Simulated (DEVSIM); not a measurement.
System: Ni/SiO2/n-Si capacitor, at 250 K.

```
layer (left to right)  material  thickness (nm)  Nd (cm⁻³)
---------------------  --------  --------------  ---------
1                          SiO2            13.0          -
2                            Si            4000     2.1e16
```

Metal gate on the left, work function 5.1 eV. Fixed charge at the semiconductor interface 3.5e11 cm⁻² (in units of +e); no interface traps.

Constants are typed, rounded textbook-type inputs, not results; the design itself was drawn at random and stands for no fabricated device. Values at 300 K; Nc and Nv go as T^1.5, mobilities as T to minus their exponent, the gap by Varshni's rule with the affinity fixed.

```tsv
parameter	SiO2	Si
gap (eV)	9	1.124
affinity (eV)	0.9	4.05
permittivity	3.9	11.7
Nc (cm⁻³)	-	2.86e19
Nv (cm⁻³)	-	3.1e19
Varshni α (eV/K)	-	0.000473
Varshni β (K)	-	636
```

Model (solved in DEVSIM): 1D Poisson equation in equilibrium, Boltzmann statistics, complete ionisation; no quantum confinement or tunnelling. Metal contacts follow the ideal Schottky-Mott rule: no Fermi-level pinning, no interface dipoles.

Base results: flat-band voltage (V) 0.69; threshold voltage (band bending 2φF) (V) -0.43; minimum of the low-frequency capacitance (μF/cm²) 0.0421.

**Question.** What follows from this one change: substrate doping 2.1e+16 → 1e+15 cm^-3?

**Answer.** flat-band voltage 0.69 → 0.62 V; threshold voltage (band bending 2φF) -0.43 → -0.14 V; minimum of the low-frequency capacitance 0.0421 → 0.0118 μF/cm².

**Question.** What follows from this one change: fixed charge 3.5e+11 → -1e+10 cm^-2?

**Answer.** flat-band voltage 0.69 → 0.91 V; threshold voltage (band bending 2φF) -0.43 → -0.21 V; minimum of the low-frequency capacitance little changed (0.0420 μF/cm²).

**Question.** What follows from this one change: temperature 250 → 500 K?

**Answer.** flat-band voltage 0.69 → 0.50 V; threshold voltage (band bending 2φF) -0.43 → -0.07 V; minimum of the low-frequency capacitance 0.0421 → 0.0706 μF/cm².
